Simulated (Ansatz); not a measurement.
The parent structure is Ir in the fcc (Cu type) structure (space group Fm-3m, No. 225; relaxed with 0.1 eV smearing).

```yaml
crystal:
  lattice:
    - [0.00000, 1.92282, 1.92282]
    - [1.92282, 0.00000, 1.92282]
    - [1.92282, 1.92282, 0.00000]
  atoms:
    - { symbol: Ir, position: [0.00000, 0.00000, 0.00000] }
```

Cartesian axes are those of the cell as printed.

Method: r2SCAN (Ansatz, an electronic-structure program, PAW, no spin-orbit coupling), earlier PAW set.

For the base:

| Item | Result |
|---|---|
| Shortest interatomic distance | 2.719 Å |

It is then changed as follows: a pure shear with ε_xz = ε_zx = 0.0075, atoms relaxed at fixed cell.

Estimate the effect on the shortest interatomic distance, energy relative to the base and stress.

The shortest interatomic distance drops by 0.020 Å (2.719 Å → 2.699 Å); the energy goes up by 2.8 meV/atom; the stress (xx, yy, zz, yz, xz, xy; compression positive) amounts to (0.2, 0.0, 0.2, 0.0, -4.2, 0.0) GPa.

The cells carry an imposed strain or load. Whether these cells are dynamically stable was not tested. The final runs are not spin-polarised.
